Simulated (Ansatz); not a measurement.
CaO (model structure, started from the CsCl type, Pm-3m, No. 221, 2 atoms in the cell; like a known high-pressure phase)

These are PBEsol (plane waves, PAW; Ansatz, a first-principles code) values and carry that method's errors.

Numerical settings: plane-wave cutoff 520 eV, 12×12×12 k mesh, Fermi–Dirac smearing 0.01 eV, scalar-relativistic PAW data made under PBE.

Cell (relaxed at this level):

CaO is taken in the cubic space group Pm-3m (No. 221), the CsCl type structure, Pearson symbol cP2. Lattice parameters: a = b = c = 2.888 Å, α = β = γ = 90.00°. Ca on 1a is surrounded by 8 O at 2.501 Å (cubic). O on 1b has 8 Ca at 2.501 Å (cubic). (Neighbours: up to the widest gap in distance over summed covalent radii, below 1.35, at either atom; cation-cation and far metal-metal contacts left out.)

- band gap: 2.69 eV (on the SCF k mesh)
- bulk modulus B0: 119 GPa

Note: the bulk modulus is −V dP/dV from two relaxed cells at ±2 % in volume.

Static lattice: no zero-point or thermal effects.

Computing time: roughly 5 core-seconds.

A model structure was made by putting elements into a prototype or built by hand; it is no filed structure, need not be a known phase, and can be a saddle point held by its symmetry.
